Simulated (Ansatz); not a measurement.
The starting structures come from a database of crystals and need not be the phases stable at ambient conditions.

Here is the system:

```
CELL_PARAMETERS angstrom
      4.13811     0.00000     0.00000
      0.00000     4.13811     0.00000
      0.00000     0.00000     4.14674
ATOMIC_POSITIONS crystal
  Sr 0.50000 0.50000 0.51482
  Hf 0.00000 0.00000 0.99282
  O  0.50000 0.00000 0.97522
  O  0.00000 0.50000 0.97522
  O  0.00000 0.00000 0.48593
```

Space group of this cell: P4mm. The cell is taken as given; by PBEsol its mean pressure is -4.0 GPa.

Transport runs along the normal of the first two printed cell vectors, the (001) plane of the conventional cell.

The gap is the functional's own, uncorrected, and κ follows it; spin-orbit coupling is left out. Mid-gap values are interpolated between the computed energies.

**Question.** State the band gap and the smallest decay constant κ at mid-gap according to PBEsol (Ansatz, a program for electronic structure).

**Answer.** Gap 3.68 eV on a 8×8×8 mesh; κ = 0.277 1/Å, at the zone centre.
